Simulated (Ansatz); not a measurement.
**BaAg2GeS4: pressure series**

The parent structure is BaAg2GeS4 (space group I-42m, No. 121; a = 6.7264 Å, c = 8.0504 Å).

Cell and atoms are relaxed at each pressure.

All numbers come from plane-wave PAW DFT at the PBEsol level (Ansatz, an electronic-structure program, 420 eV), spin-orbit coupling left out.

Candidates:
(a) pressure 5 GPa
(b) pressure 1.5 GPa
(c) pressure 0.3 GPa

For the base:

* **Band gap**: 0.48 eV

Task: Order them by band gap, lowest first.

Result: (a) pressure 5 GPa (0.41 eV), (b) pressure 1.5 GPa (0.46 eV), (c) pressure 0.3 GPa (0.48 eV)

Load acts through the strain it causes; cell and atoms are relaxed under it. Stability against distortions was not tested. No other phases were tried under pressure.
